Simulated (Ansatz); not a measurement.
# Predicting one run from its neighbours: the energy against the vacuum, a (001) slab of Te (cut from a parent of space group no. 152; 6 atoms in the cell)

```xyz
6
Lattice="4.4377 0.0000 0.0000 -2.2189 3.8432 0.0000 0.0000 0.0000 39.8339" Properties=species:S:1:pos:R:3 pbc="T T T"
Te     3.8541     1.0108    16.9668
Te     1.6353     2.8324    18.9336
Te     1.1671     0.0000    15.0000
Te     3.8541     1.0108    22.8672
Te     1.6353     2.8324    24.8339
Te     1.1671     0.0000    20.9004
```

Method: LDA (PW92), default PAW files made with PBE (plane waves; Ansatz, an electronic-structure program).

Base settings: basis.ecutwfc = 420 eV; kpoints.mp_grid.grid = 5 5 1; hamiltonian.xc = lda; hamiltonian.pseudopotentials = {kind: paw} (the program's default PAW files); scf.occupations.method = fermi_dirac; scf.occupations.width = 0.02 eV.

The last step of the ladder, which sets the zero, is vacuum between outermost atoms (Å) = 30.0.

The starting cell has typed, rounded lattice constants, without a prior relaxation at this level. The slab is cut from that crystal, and its faces are unrelaxed. Its lattice was rescaled by up to half a per cent. Spin polarisation is off, though cut faces can carry moments; the slab shows no gap.

The differences are negative here: closer images bind.

An empirical form: the interaction of two facing surfaces decays exponentially with the gap, by the tails of the wave functions or, on ionic faces, by the in-plane pattern of charges: ln|ΔF| = a + b·d. One k-point is taken across the vacuum.

| vacuum (Å) | size of F less the last step's (meV/atom) | ln of it |
|---|---|---|
| 3.0 | 115.16 | 4.746 |
| 4.0 | ? | ? |
| 5.0 | 6.36 | 1.850 |
| 6.0 | 1.35 | 0.300 |
| 7.0 | 0.27 | -1.309 |

Q: Fit the line to the 4 rows given and predict the withheld one.

A: Means: x̄ = 5.2500, ȳ = 1.3967. Σ(x − x̄)(y − ȳ) = -13.21 and Σ(x − x̄)² = 8.750, so b = -1.509 and a = ȳ − b·x̄ = 9.3189; the decay length is 0.66 Å. The largest residual of the fitted rows is 0.076. At x = 4.0 the line gives 3.283, that is 26.7 meV/atom. The run gave 28.00 meV/atom, a miss of 1.30 meV/atom (5 %). The table is a window of a longer ladder. The rows were chosen because the form fits them, the withheld one included, so this shows the method and is no test of the form.

Left out of this page: 7 runs of the series outside the window shown, repeating another row's setting, or not comparable.

Keys are those of Ansatz 0.2.
